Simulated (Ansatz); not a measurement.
Start from GeSb2Te4 (space group R-3m, No. 166).

```xyz
7
Lattice="2.1240 1.2263 13.3973 -2.1240 1.2263 13.3973 0.0000 -2.4526 13.3973" Properties=species:S:1:pos:R:3 pbc="T T T"
Ge     0.0000     0.0000     0.0000
Sb     0.0000     0.0000    17.0562
Sb     0.0000     0.0000    23.1358
Te     0.0000     0.0000     5.3800
Te     0.0000     0.0000    34.8120
Te     0.0000     0.0000    11.7304
Te     0.0000     0.0000    28.4616
```

Cartesian axes are those of the cell as printed.

Computed with PBE-D3(BJ) (Ansatz, a quantum-chemistry and plane-wave program; PAW; 420 eV plane waves; no SOC).

Before the change:

The pressure is 0.0 kbar and the shortest interatomic distance is 2.965 Å.

Perturbation: tensor shear ε_xz = −3.39 % (engineering shear γ = -0.0678); the atoms relax in the strained cell.

Problem. What happens to the pressure, energy relative to the base, shortest interatomic distance and largest internal atomic displacement?

Solution. The pressure (mean of the normal stresses, compression positive) goes from zero to 6.8 kbar; the energy goes up by 15 meV/atom; the shortest interatomic distance shrinks by 0.0516 Å (2.965 Å → 2.914 Å); the largest internal atomic displacement comes out as 0.273 Å.

Whether these cells are dynamically stable was not tested. The D3 term's C6 switches between coordination references near this geometry, which can add small steps to energies.
